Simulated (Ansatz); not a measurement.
Given:

End structure of CH3 on graphene, one in a 3x3 cell, started at the site 'hollow C':

```xyz
22
Lattice="7.3995 0.0000 0.0000 -3.6997 6.4081 0.0000 0.0000 0.0000 19.0000" Properties=species:S:1:pos:R:3 pbc="T T T"
C      0.0074     1.4216     9.9776
C     -1.2184     3.5601     9.5010
C     -2.4533     5.6990     9.5010
C      2.4722     1.4139     9.5006
C      1.2332     3.5601     9.5000
C      0.0074     5.6937     9.4286
C      4.9420     1.4139     9.5008
C      3.7071     3.5576     9.5211
C      2.4680     5.6989     9.5004
C      1.2637     0.6963     9.5793
C      0.0074     2.8724     9.5792
C     -1.2227     4.9835     9.4404
C      3.7071     0.7059     9.4401
C      2.4741     2.8457     9.5268
C      1.2375     4.9835     9.4396
C      6.1505     0.6962     9.5792
C      4.9403     2.8457     9.5274
C      3.7071     4.9815     9.5273
C      0.0074     1.4217    11.5678
H      0.9023     1.9388    11.9362
H     -0.8879     1.9384    11.9354
H      0.0077     0.3881    11.9359
```

Slab: 22 atoms; k 4x4x1, smearing 0.05 eV, dipole-corrected; single point; no symmetry held, on the structure that PBE left; spin-polarised, no spin-orbit, no U, no dispersion correction. The program's check for a lower electronic state was not made. At the end it is bonded to C. In PBE it is, or lies within 0.03 eV of, the lowest of the starts that converged; the order may differ at this level.

A negative adsorption energy means that the adsorbate is more stable on the surface than in its reference.

Problem. What is the computed change of the step from the bottom to the top vacuum level, against the clean slab (r2SCAN, at the PBE geometry and the start's symmetry (Ansatz, a quantum-chemistry and plane-wave program))?

Solution. -0.55 eV

Problem. What is the computed adsorption energy against CH4(g) − ½ H2(g) at the same level (r2SCAN, at the PBE geometry and the start's symmetry)?

Solution. 2.09 eV
